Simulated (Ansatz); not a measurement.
The parent structure is AlN in the zinc blende structure (space group F-43m, No. 216; a = 4.378 Å). Axes: x, y, z lie along the cube axes.

Level of theory: plane-wave PAW DFT at the PBEsol level (Ansatz, an electronic-structure program, 420 eV), no SOC.

Strains are applied to the cell and any free atomic positions relax.

One change was made to it. Results:

The energy hardly moves; the valley order (the lowest conduction-band minima on the path, energy above the VBM, named in the base's zone) goes from X along ⟨100⟩ 3.19 eV; Γ 4.06 eV to X along [001] 3.17 eV; X along [100] 3.19 eV; Γ 4.09 eV; the smallest direct gap grows by 0.03 eV, from 4.06 eV to 4.09 eV.

Task: Which of these changes matches the shifts?
A) uniaxial strain ε_zz = −0.50 %
B) uniaxial strain ε_zz = −2.50 %
C) uniaxial strain ε_zz = −3.00 %
D) uniaxial strain ε_zz = −2.00 %

Result: A, uniaxial strain ε_zz = −0.50 %. For comparison, the valley order in the other runs: uniaxial strain ε_zz = −2.00 % gives X along [001] 3.09 eV; X along [100] 3.18 eV; Γ 4.18 eV; uniaxial strain ε_zz = −3.00 % gives X along [001] 3.04 eV; X along [100] 3.18 eV; Γ 4.24 eV; uniaxial strain ε_zz = −2.50 % gives X along [001] 3.06 eV; X along [100] 3.18 eV; Γ 4.21 eV.

Stability against distortions was not tested. This is not the structure that AlN has at room temperature and ambient pressure.
